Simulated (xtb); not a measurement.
xtb 6.7.1, GFN2-xTB: Ni(OH)(OMe)(OH2)2 (C[O][Ni]([OH])(<-[OH2])<-[OH2]), charge 0, multiplicity 3, 14 atoms. The geometry is a generated start, not checked to be a minimum at this level.

```yaml
run_flags: --grad
method: GFN2-xTB
"--acc": 1 (default)
"--etemp (K)": 300 (default)
basis_functions: 38
valence_electrons: 46
```

```xyz
14

Ni     0.4036     0.2149     0.2104
O      1.9363     0.5050     1.2177
H      2.6455     1.0533     0.8783
O     -0.2859    -0.9862    -0.9667
C     -0.3718    -1.0442    -2.3322
H     -0.5826    -0.0629    -2.7871
H      0.5563    -1.4376    -2.7773
H     -1.1919    -1.7275    -2.6123
O     -0.5451     2.1796     0.6353
H      0.1186     2.5364     1.2397
H     -1.2937     1.8955     1.1713
O     -0.6705    -0.7207     2.0354
H      0.1647    -0.8582     2.5021
H     -0.8835    -1.5473     1.5855
```

Charge 0 and multiplicity 3 are set for this test and not shown to be the ground state. GFN-xTB has no spin term: --uhf 2 sets the occupations alone.

One run each on 1 thread. Values of broydamp tried: 0.02, 0.05, 0.1, 0.2, 0.4 (default), 0.6, 0.8, 1.

Q: Which value of broydamp needs the fewest SCC iterations, and what happens away from it?

A: Fewest SCC iterations, within one of each other: 0.2 with 15, 0.4 (default) with 14, 0.6 with 14, 0.8 with 15, 1 with 15. The count rises to 22 at 0.02. All converge to one solution.

| broydamp | SCC iterations | end |
|---|---|---|
| 0.02 | 22 | same solution |
| 0.05 | 22 | same solution |
| 0.1 | 18 | same solution |
| 0.2 | 15 | same solution |
| 0.4 (default) | 14 | same solution |
| 0.6 | 14 | same solution |
| 0.8 | 15 | same solution |
| 1 | 15 | same solution |
